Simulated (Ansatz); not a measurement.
Take GaAs in the zinc blende structure (space group F-43m, No. 216) as the base.

```xyz
2
Lattice="0.0000 2.8333 2.8333 2.8333 0.0000 2.8333 2.8333 2.8333 0.0000" Properties=species:S:1:pos:R:3 pbc="T T T"
Ga     0.0000     0.0000     0.0000
As     1.4167     1.4167     1.4167
```

Calculations: r2SCAN (Ansatz, a program for electronic structure, PAW, no spin-orbit coupling).

Base values:

| Item | Result |
|---|---|
| Hole mass | 0.050, 0.34, 0.34 mₑ (at Γ) |
| Pressure | 0.00 GPa |
| Valley order | Γ 0.96 eV; L along ⟨111⟩ 1.35 eV; a point along ⟨100⟩, about 1.0 Å⁻¹ from Γ 1.72 eV |

One thing is altered: every lattice vector is shortened by 1.00 %, atoms relaxed at fixed cell.

### Question
Estimate the effect on the hole mass.

### Answer
The hole mass (degenerate bands, along [100]) becomes 0.061, 0.33, 0.33 mₑ (at Γ) (base: 0.050, 0.34, 0.34 mₑ (at Γ)).

### Question
Predict the new mean gap deformation potential ΔEg/Δln V.

### Answer
The mean gap deformation potential ΔEg/Δln V amounts to -8.1 eV.

### Question
What happens to the pressure?

### Answer
The pressure goes from zero to 2.34 GPa.

### Question
Predict the new energy relative to the base.

### Answer
The energy rises by 4.8 meV/atom.

### Question
Predict the new valley order.

### Answer
The valley order (the lowest conduction-band minima on the path, energy above the VBM, named in the base's zone) goes from Γ 0.96 eV; L along ⟨111⟩ 1.35 eV; a point along ⟨100⟩, about 1.0 Å⁻¹ from Γ 1.72 eV to Γ 1.21 eV; L along ⟨111⟩ 1.45 eV; a point along ⟨100⟩, about 1.0 Å⁻¹ from Γ 1.67 eV.

The cells carry an imposed strain or load. Masses are band curvatures over ±0.01 Å⁻¹ around the edge. No phonon test of stability was made.
